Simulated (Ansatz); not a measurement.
**CH3 on the 1x1 (110) surface of bcc Ta, one in a 2x2 cell, started at the site 'top Ta'**

All values below come from PBE (plane waves to 420 eV, PAW; Ansatz, a program for electronic structure).

Set-up: 20 atoms, 6.8 Å thick at the start under the adsorbate (thin: gaps and levels are the slab's own); mesh 5x5x1; 0.1 eV smearing; dipole correction on; 8 atoms held, the rest relaxed; no symmetry held; spin-polarised, no spin-orbit, no U, no dispersion correction. The starting moment vanished. At the end it is bonded to 3 Ta. In PBE it is, or lies within 0.03 eV of, the lowest of the starts that converged.

| Quantity | Result |
|---|---|
| adsorption energy against CH4(g) − ½ H2(g) | -0.072 eV |
| work function of the top face | 3.76 eV |
| change of the work function | -1.01 eV |
| change of the step from the bottom to the top vacuum level, against the clean slab | -1.00 eV |
| energy released by relaxation | 1.30 eV |
| height of the binding atom over the mean of the host atoms within 0.3 Å of the top one | 1.731 Å |
| magnetic moment of the cell | 0.00 μB |
| nearest host atoms of the binding atom | Ta at 2.43 Å, Ta at 2.46 Å, Ta at 2.46 Å |
| largest move of a host atom | 0.07 Å |
| note | in the relaxation the adsorbate left its starting site by 1.8 Å |
| cost | about 120 core-minutes (a rough figure) |

A negative adsorption energy means that the adsorbate is more stable on the surface than in its reference.
